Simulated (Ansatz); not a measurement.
# Pressure series in SnO2

Take SnO2 in the rutile structure (space group P4_2/mnm, No. 136; a = 4.769 Å, c = 3.212 Å) as the base.

Cell and atoms are relaxed at each pressure.

Method: Ansatz (a quantum-chemistry and plane-wave program) PBEsol, scalar-relativistic without spin-orbit coupling.

```tsv
pressure (GPa)	band gap (eV)
-2	0.81
-1	0.87
0	0.92
0.3	?
0.7	0.96
1.5	1.00
5	1.18
7.5	1.30
10	1.42
```

Q: Fit E_g = E₀ + αP + βP² to the rows shown and predict the withheld row.

A: Least squares on the printed values gives E₀ = 0.92 eV, α = 53.6 meV/GPa, β = -0.38 meV/GPa² (largest residual 0.00 eV); this predicts 0.94 eV, and the run gives 0.94 eV, in agreement.

Load acts through the strain it causes; cell and atoms are relaxed under it. Whether these cells are dynamically stable was not tested. Competing high-pressure phases were not computed. The base started in Imma and relaxed to P4_2/mnm at this level.
